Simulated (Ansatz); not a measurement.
The starting structures come from a database of crystals and need not be the phases stable at ambient conditions.

The decay constant κ of evanescent states in the gap governs leakage through a thin film.

Data:

```
HfOS
1.0
    8.00397     0.00000     0.00000
   -4.00198     6.93164     0.00000
    4.00198     2.31055     3.26761
Hf S O
4 4 4
Direct
  0.50000   0.17953   0.67953
  0.00000   0.82047   0.67953
  0.14094   0.32047   0.67953
  0.35906   0.67953   0.96141
  0.66322   0.58161   0.41839
  0.83678   0.41839   0.74483
  0.50000   0.91839   0.41839
  0.00000   0.08161   0.41839
  0.00000   0.40489   0.09511
  0.50000   0.59511   0.09511
  0.19022   0.09511   0.71467
  0.30978   0.90489   0.09511
```

Space group of this cell: P2_13. The cell is taken as given; by r2SCAN its mean pressure is 2.0 GPa.

Transport runs along the normal of the first two printed cell vectors, the (111) plane of the conventional cell.

The gap is the functional's own. No spin-orbit coupling. Mid-gap values are interpolated on the energy grid.

Problem. State the band gap and the smallest decay constant κ at mid-gap according to r2SCAN run with Ansatz (a program for electronic structure).

Solution. Gap 3.29 eV on a 10×10×10 mesh; κ = 0.294 1/Å, at the zone centre.
